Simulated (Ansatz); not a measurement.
Short convergence ladders for Fe₂Ge (P6mm, 3 atoms in the cell)

```yaml
crystal:
  lattice:
    - [4.17612, 0.00000, 0.00000]
    - [-2.08806, 3.61663, 0.00000]
    - [0.00000, 0.00000, 2.63435]
  atoms:
    - { symbol: Fe, position: [0.66667, 0.33333, 0.50000], spin: 4.0 }
    - { symbol: Fe, position: [0.33333, 0.66667, 0.50000], spin: 4.0 }
    - { symbol: Ge, position: [0.00000, 0.00000, 0.01898] }
```
(The spins are starting values, not results.)

Base method: PBEsol, default PAW files made with PBE (plane waves; Ansatz, an electronic-structure program).

Base settings: basis.ecutwfc = 30.9 Ry; kpoints.mp_grid.grid = 7 7 8; hamiltonian.xc = pbesol; hamiltonian.pseudopotentials = {kind: paw} (the program's default PAW files); magnetization.spin_polarized = true; scf.occupations.method = fermi_dirac; scf.occupations.width = 0.0073 Ry.

The count of work is k-points × plane waves × bands × iterations; it is no time. Core times come from one kind of shared machine, to one figure; runs under 30 s give none.

**The cutoff for other potential files**

Level: DFT, PBEsol, plane waves, harder PAW files (source: ansatz) made with PBE.

In this ladder: hamiltonian.pseudopotentials = {kind: paw, source: ansatz}.

The second cell is the first with its lattice scaled by 0.98.

The mesh stays at the base's, so the ladder's end is converged at best in this setting alone.

The first pressure column holds Ansatz's estimate of the finite-basis (Pulay) stress, which hides part of the cutoff error; the other is without it.

Only quantities that move along the ladder and can be compared are tabulated.

```tsv
basis.ecutwfc	free energy less the last step's (meV/atom)	energy of the compressed cell less the first (meV/atom)	pressure (GPa)	pressure without the Pulay estimate (GPa)	largest difference of a force vector from the last step's (eV/Å)	count of work / last	core time / last (rough)
27.9 Ry	8866.15	-50.66	-13.87	-453.29	0.115	0.11	–
34.2 Ry	2071.30	-35.82	-7.62	-147.35	0.009	0.13	–
43.4 Ry	178.68	-26.44	-8.09	-26.14	0.011	0.19	–
52.6 Ry	8.87	-24.12	-7.62	-8.95	0.001	0.28	–
62.1 Ry	0.42	-24.14	-7.62	-7.67	0.000	0.35	0.5
74.6 Ry	0.12	-24.14	-7.62	-7.62	0.000	0.46	0.6
93 Ry	0.05	-24.14	-7.62	-7.62	0.000	0.58	0.7
124.2 Ry	0.00	-24.14	-7.62	-7.62	0.000	1.0	1
```

Coarsest basis.ecutwfc that holds the forces within 0.02 eV/Å of the last step, with all finer ones: 34.2 Ry, at 0.13 of the last step's count of work; the step before is off by 0.11 eV/Å.

Coarsest basis.ecutwfc that holds the free energy within 2 meV/atom of the last step, with all finer ones: 62.1 Ry, at 0.35 of the last step's count of work; the step before is off by 8.9 meV/atom.

Coarsest basis.ecutwfc that holds the energy of the compressed cell less the first within 0.2 meV/atom of the last step, with all finer ones: 52.6 Ry, at 0.28 of the last step's count of work; the step before is off by 2.3 meV/atom.

The energy difference between the two cells stays within 1 meV/atom of the last step's from 52.6 Ry on, the total only from 62.1 Ry on: much of the error is common to both cells and cancels.

At the lowest cutoff the pressure without the Pulay estimate lies 446 GPa under the last step's, the usual sign of Pulay stress in an incomplete plane-wave basis.

**The density cutoff**

The second cell is the first with its lattice scaled by 0.98.

The mesh stays at the base's, so the ladder's end is converged at best in this setting alone.

Only quantities that move along the ladder and can be compared are tabulated.

```csv
basis.ecutrho_ratio,free energy less the last step's (meV/atom),energy of the compressed cell less the first (meV/atom),pressure (GPa),largest difference of a force vector from the last step's (eV/Å)
2,-10.12,-23.94,-6.90,0.008
3,-0.26,-24.30,-7.62,0.000
4,-0.02,-24.32,-7.64,0.000
5,-0.01,-24.32,-7.64,0.000
6,0.00,-24.32,-7.64,0.000
8,0.00,-24.32,-7.64,0.000
10,0.00,-24.32,-7.64,0.000
12,0.00,-24.32,-7.64,0.000
16,0.00,-24.32,-7.64,0.000
```

Coarsest basis.ecutrho_ratio that holds the forces within 0.005 eV/Å of the last step, with all finer ones: 3; the step before is off by 0.008 eV/Å.

Coarsest basis.ecutrho_ratio that holds the free energy within 2 meV/atom of the last step, with all finer ones: 3; the step before is off by 10 meV/atom.

Coarsest basis.ecutrho_ratio that holds the energy of the compressed cell less the first within 0.2 meV/atom of the last step, with all finer ones: 3; the step before is off by 0.38 meV/atom.

The energy difference between the two cells stays within 1 meV/atom of the last step's from 2 on, the total only from 3 on: much of the error is common to both cells and cancels.

**The relaxed cell against the cutoff**

On Fe₂Ge (P6/mmm, 3 atoms in the cell): atoms on their sites.

In this ladder: relax = cell and atoms.

The mesh stays at the base's, so the ladder's end is converged at best in this setting alone.

Only quantities that move along the ladder and can be compared are tabulated.

The magnetic state is not the same in all runs (site moments differ, or a search went on to a lower state), so steps between rows are not convergence errors alone.

| basis.ecutwfc | relaxed volume (Å³/atom) | relaxation steps | core time / last (rough) |
|---|---|---|---|
| 21.7 Ry | 12.612 | 22 | 0.6 |
| 26.1 Ry | 11.712 | 17 | 0.7 |
| 30.9 Ry | 11.687 | 9 | 0.5 |
| 37.1 Ry | 11.686 | 11 | 0.8 |
| 46.3 Ry | 11.687 | 9 | 0.8 |
| 61.7 Ry | 11.687 | 9 | 1 |

Coarsest basis.ecutwfc that holds the relaxed volume within 0.058 Å³/atom of the last step, with all finer ones: 26.1 Ry; the step before is off by 0.92 Å³/atom.

At the lowest cutoff the cell relaxes to a volume 7.9 % larger than at the highest. Ansatz relaxes on a stress corrected for the finite basis.

On the base run: the starting cell comes from a database of computed structures (which also holds hypothetical and non-ambient phases and stackings), without a prior relaxation at this level. Its lattice was rescaled by up to half a per cent. One atom was moved a little off its site on purpose. The magnetic order is the one reached from the typed start; others were not searched systematically.

Left out of this page: 2 runs of the series stopped by limits of time or memory.

Keys are those of Ansatz 0.2.
